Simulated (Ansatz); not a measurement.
The starting structures come from a database of crystals and need not be the phases stable at ambient conditions.

By LDA and PBEsol, the system below comes out a metal.

Here is the system:

```yaml
crystal:
  lattice:
    - [3.11286, 0.00000, 0.00000]
    - [0.00000, 4.86984, 0.00000]
    - [1.55643, 0.00000, 2.69582]
  atoms:
    - { symbol: Ta, position: [0.66667, 0.25471, 0.66667] }
    - { symbol: Ta, position: [0.33333, 0.74529, 0.33333] }
    - { symbol: N, position: [0.00000, 0.00000, 0.00000] }
```

Space group of this cell: P-3m1, anti-CdI2 type. The cell is taken as given; by PBEsol its mean pressure is -9.2 GPa.

The current runs along the normal of the first two printed vectors, the (100) plane. All runs by Ansatz (a first-principles code), plane waves and PAW, without spin-orbit coupling; the base is PBEsol.

```tsv
run	mean pressure (GPa)	G/A, both spins (10¹⁵ S/m²)
base	-9.2	0.70
all lengths scaled by 0.98	9.0	0.72
all lengths scaled by 1.02	-22.8	0.67
lda in place of pbesol	-14.6	0.70
lengths across the current scaled by 0.98, ions clamped	2.5	0.71
lengths across the current scaled by 1.02, ions clamped	-18.6	(withheld)
lengths along the current scaled by 0.97, ions clamped	-0.5	0.71
lengths along the current scaled by 1.03, ions clamped	-16.2	(withheld)
```

Problem. Some entries are withheld; supply them.

Solution. 
- lengths across the current scaled by 1.02, ions clamped, G/A, both spins (10¹⁵ S/m²): 0.68
- lengths along the current scaled by 1.03, ions clamped, G/A, both spins (10¹⁵ S/m²): 0.69
